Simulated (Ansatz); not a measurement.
The reference is K in the bcc (W type) structure (space group Im-3m, No. 229; a = 5.344 Å).

Level of theory: Ansatz (a first-principles code) r2SCAN, without spin-orbit coupling.

Before the change:

| Item | Result |
|---|---|
| Lattice parameter a | 5.344 Å |
| Band gap | zero |

It is then changed as follows: Sr takes the place of K on all its sites; the structure is relaxed again.

Tabulated Pauling electronegativity and covalent radius: K 0.82, 2.03 Å; Sr 0.95, 1.95 Å.

Question: How does this affect the lattice parameter a?

Answer: The lattice parameter a shrinks by 0.529 Å, from 5.344 Å to 4.815 Å.

Question: How does this affect the band gap?

Answer: The band gap stays zero.

No phonon test of stability was made. This is not the structure that Sr has at room temperature and ambient pressure.
